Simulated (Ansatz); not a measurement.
**ZnSe, response to strain**

The parent structure is ZnSe in the zinc blende structure (space group F-43m, No. 216; a = 5.665 Å).

Strains are applied to the cell and any free atomic positions relax.

Calculations: DFT with r2SCAN, PAW potentials and a 500 eV plane-wave cutoff in Ansatz (a first-principles code), no SOC.

| isotropic strain (%) | pressure (GPa) |
|---|---|
| -1.54 | 3.4 |
| -0.49 | 1.0 |
| 0 | 0.0 |
| 0.87 | ? |
| 3.34 | -5.2 |

Fit P = P₀ − Bδ + Cδ² with δ = (1 + ε)³ − 1 to the rows shown and predict the withheld row.

Least squares on the printed values gives P₀ = 0.0 GPa, B = 67.3 GPa, C = 166 GPa (largest residual 0.0 GPa); this predicts -1.7 GPa, and the run gives -1.6 GPa, in agreement.

No phonon test of stability was made.
